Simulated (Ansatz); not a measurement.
The reference is SiO$_{2}$ (space group P3_121, No. 152; a = 4.921 Å, c = 5.417 Å). Axes: x lies along a and z along c of the hexagonal cell.

Computed with DFT with r2SCAN, PAW potentials and a 500 eV plane-wave cutoff in Ansatz (a program for electronic structure), no spin-orbit coupling.

The change: an isotropic linear strain of +1.37 %; the atoms relax in the strained cell.

Problem. Predict the stress tensor and what it implies for the stiffness.

Solution. Stress of the strained cell less that of the base (GPa, compression positive):
```
  -1.31    0.00    0.00
   0.00   -1.31    0.00
   0.00    0.00   -1.60
```

Then B = −ΔP/(ΔV/V₀) with ΔV/V₀ = 0.0417 gives secant stiffness values (nonlinear terms included at this strain): B (at held cell shape, above the free-shape value) ≈ 34 GPa.

Whether these cells are dynamically stable was not tested.
